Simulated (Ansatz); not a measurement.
# A computed series for hypothetical diamond Be: pressure series

The parent structure is Be in the diamond structure (space group Fd-3m, No. 227; a = 4.897 Å; a hypothetical phase, not in the database extracts checked).

Cell and atoms are relaxed at each pressure.

Computed with Ansatz (a program for electronic structure), PBE, PAW, cutoff 420 eV, no spin-orbit coupling.

Notes on the quantities. enthalpy: H = E + PV relative to the base's energy.

```csv
change,enthalpy,density,shortest interatomic distance
base,–,1.02 g/cm³,4.007 bohr
pressure −2 GPa,-0.19 eV/atom,0.97 g/cm³,4.074 bohr
pressure −1 GPa,-0.09 eV/atom,1.00 g/cm³,4.039 bohr
pressure 0.3 GPa,+0.03 eV/atom,1.03 g/cm³,3.998 bohr
pressure 0.7 GPa,+0.06 eV/atom,1.04 g/cm³,3.987 bohr
pressure 1.5 GPa,+0.14 eV/atom,1.05 g/cm³,3.964 bohr
pressure 3 GPa,+0.27 eV/atom,1.08 g/cm³,3.926 bohr
pressure 5 GPa,+0.44 eV/atom,1.12 g/cm³,3.881 bohr
pressure 7.5 GPa,+0.64 eV/atom,1.17 g/cm³,3.830 bohr
pressure 10 GPa,+0.84 eV/atom,1.21 g/cm³,3.786 bohr
```

Load acts through the strain it causes; cell and atoms are relaxed under it. No phonon test of stability was made. No other phases were tried under pressure.
